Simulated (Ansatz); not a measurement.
Functionals compared on the (30-31) surface of hcp Y in its 1x1 cell, outermost plane spacing 0.52 Å in the ideal cut, in Ansatz (plane waves, PAW). The structure was relaxed with PBE; the other rows are single points on it, each with its references at the same level. Cutoff 420 eV (500 eV for r2SCAN).

Slab: 22 atoms, 10.9 Å thick at the start; k 10x3x1, smearing 0.1 eV, dipole-corrected; all atoms relaxed; held to the part of the start's symmetry that mesh and held atoms allow; no spin, no spin-orbit, no U. These notes are the PBE run's.

```json
[
 {"functional": "PBE", "surface energy (J/m²)": "0.99", "work function of the top face (eV)": "3.20", "rough cost of the single point": "–"},
 {"functional": "LDA", "surface energy (J/m²)": "1.11", "work function of the top face (eV)": "3.37", "rough cost of the single point": "around 4 core-minutes (rough)"},
 {"functional": "PBEsol", "surface energy (J/m²)": "1.08", "work function of the top face (eV)": "3.25", "rough cost of the single point": "around 6 core-minutes (rough)"},
 {"functional": "RPBE", "surface energy (J/m²)": "0.92", "work function of the top face (eV)": "3.10", "rough cost of the single point": "about 4 core-minutes (a rough figure)"},
 {"functional": "r2SCAN", "surface energy (J/m²)": "1.06", "work function of the top face (eV)": "3.27", "rough cost of the single point": "very roughly 9 core-minutes"}
]
```

Ansatz is a program for electronic structure.
